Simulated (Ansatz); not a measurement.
AgCl: uniaxial strain ε_zz = +2.00 %

The reference is AgCl in the rock salt structure (space group Fm-3m, No. 225; a = 5.4475 Å). Axes: x, y, z lie along the cube axes.

One thing is altered: the cell is stretched by 2.00 % along z with no lateral relaxation; the atoms relax in the strained cell.

Calculations: PBEsol (Ansatz, an electronic-structure program), scalar-relativistic without spin-orbit coupling. k-mesh 10×10×10 (Γ-centred); smearing 0.05 eV (Fermi–Dirac).

| quantity | base | changed | shift |
|---|---|---|---|
| space group | Fm-3m (No. 225) | I4/mmm (No. 139) | – |
| energy relative to the base (free energy F) | 0 meV/atom | +1.8 meV/atom | +1.8 meV/atom |
| pressure (mean of the normal stresses, compression positive) | 0.00 GPa | -1.02 GPa | -1.02 GPa |
| band gap | 0.72 eV | 0.66 eV | -0.06 eV |
| gap character | – | indirect, N → Γ | – |
| smallest direct gap | 3.03 eV | 2.97 eV | -0.06 eV |
| electron mass | 0.25 mₑ (at Γ) | 0.26 mₑ along z, 0.25 mₑ across (at Γ) | – |
| valley order (the lowest conduction-band minima on the path, energy above the VBM, named in the base's zone) | Γ 0.72 eV; X along ⟨100⟩ 2.13 eV | Γ 0.66 eV; X along [100] 2.10 eV; X along [001] 2.12 eV | – |
| stress (xx, yy, zz, yz, xz, xy; compression positive) | – | (-0.86, -0.86, -1.34, 0.00, 0.00, 0.00) GPa | – |

Final structure:

```
CELL_PARAMETERS angstrom
      0.00000     2.72374     2.77822
      2.72374     0.00000     2.77822
      2.72374     2.72374     0.00000
ATOMIC_POSITIONS crystal
  Ag 0.00000 0.00000 0.00000
  Cl 0.50000 0.50000 0.50000
```

Cost of the whole job for the changed cell (relaxation, final SCF and bands): very roughly 12 core-seconds.

Effective masses come from finite differences of ±0.01 Å⁻¹. Stability against distortions was not tested. Labels are those of the standard path for the cell's own space group.
